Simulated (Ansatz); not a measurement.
```
CELL_PARAMETERS angstrom
      0.00000     2.08894     2.08894
      2.08894     0.00000     2.08894
      2.08894     2.08894     0.00000
ATOMIC_POSITIONS crystal
  O  0.00000 0.00000 0.00000
  Mg 0.50000 0.50000 0.50000
```

No spin polarisation.

Computed with r2SCAN in Ansatz (plane waves to 500 eV, PAW, without spin-orbit coupling). Settings: 13×13×13 k-points, 0.05 eV Fermi–Dirac smearing.

What electron mass does the calculation give?

0.37 mₑ (at Γ).

What gap character does the calculation give?

Direct at Γ.

Predict the band gap.

5.88 eV.

What pressure does the calculation give?

33.0 kbar.

The cells carry an imposed strain or load. Masses are band curvatures over ±0.01 Å⁻¹ around the edge. No phonon test of stability was made. The cell was made from MgO in the rock salt structure (space group Fm-3m, No. 225) by this change: isotropic strain −0.63 %.

Ansatz is an electronic-structure program.
